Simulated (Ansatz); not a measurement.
Where the default PAW files enter, the runs use the earlier of Ansatz's two default sets.

The decay constant κ of evanescent states in the gap governs leakage through a thin film.

Data:

```
CELL_PARAMETERS angstrom
      3.08864     0.00000     0.00000
      0.00000     3.08864     0.00000
      1.54432     1.54432     2.18399
ATOMIC_POSITIONS crystal
  Al 0.00000 0.00000 0.00000
  N  0.25000 0.75000 0.50000
```

Space group of this cell: F-43m, zinc blende. The cell is taken as given; by PBEsol its mean pressure is 1.3 GPa.

Transport runs along the normal of the first two printed cell vectors, the (001) plane of the conventional cell.

No gap correction and no spin-orbit coupling; mid-gap values are interpolated between computed energies.

Problem. Compute, with PBEsol (Ansatz, an electronic-structure program), the band gap and the smallest decay constant κ at mid-gap.

Solution. Gap 3.19 eV on a 14×14×14 mesh; κ = 0.273 1/Å, at the zone centre.
